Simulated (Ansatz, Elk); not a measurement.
An Ansatz (an electronic-structure program) input for a self-consistent single point of NaCl (Fm-3m, 2 atoms in the cell) (DFT, PBE, plane waves, default PAW files):

Ansatz 0.2 input:
```yaml
crystal:
  lattice:
    - [0.000000, 2.695742, 2.695742]
    - [2.695742, 0.000000, 2.695742]
    - [2.695742, 2.695742, 0.000000]
  atoms:
    - { symbol: Na, position: [0.000000, 0.000000, 0.000000] }
    - { symbol: Cl, position: [0.500000, 0.500000, 0.500000] }
basis:
  ecutwfc: 420.0
kpoints:
  mp_grid: { grid: [8, 8, 8] }
hamiltonian:
  xc: pbe
  pseudopotentials: { kind: paw }
scf:
  occupations: { method: fermi_dirac, width: 0.02 }
output:
  forces: true
  eigenvalues: true
  stress: true
```

Write the same calculation as an input for Elk.

This is the input that was run; spellings and numerical settings could be chosen otherwise.

```
tasks
  0

xctype
  20

tforce
  .true.

rgkmax
  8.0

gmaxvr
  18.0

lmaxapw
  10

lmaxo
  8

nxlo
  2

lorbcnd
  .true.

lradstp
  2

nrmtscf
  2.0

lmaxi
  4

swidth
  0.000734986

maxscl
  100

avec
    0.0000000000    5.0942140827    5.0942140827
    5.0942140827    0.0000000000    5.0942140827
    5.0942140827    5.0942140827    0.0000000000

sppath
  'species/'

atoms
  2
  'Na.in'
  1
  0.0000000000  0.0000000000  0.0000000000    0.0 0.0 0.0
  'Cl.in'
  1
  0.5000000000  0.5000000000  0.5000000000    0.0 0.0 0.0

ngridk
  8 8 8
```

Basis, cutoffs, solver keys and any potentials are the target program's own. This input uses DFT, PBE, all-electron FP-LAPW, Elk's shipped species files, APW+lo basis with extra local orbitals. Both were run: gap on the mesh 5.683 eV in Ansatz and 5.668 in Elk.

On Ansatz: the starting cell comes from a database of computed structures (which also holds hypothetical and non-ambient phases and stackings), without a prior relaxation at this level. Its lattice was rescaled by a random factor within 2.5 % of one. For this run, on top of that: lattice scaled by 0.98. With a pressure of about 6 GPa the cell is away from its equilibrium volume at this level.

On Elk: the starting cell comes from a database of computed structures (which also holds hypothetical and non-ambient phases and stackings), without a prior relaxation at this level. Its lattice was rescaled by a random factor within 2.5 % of one. For this run, on top of that: lattice scaled by 0.98. Values depend on the basis (sphere radii, cutoffs, local orbitals), which need not be converged.
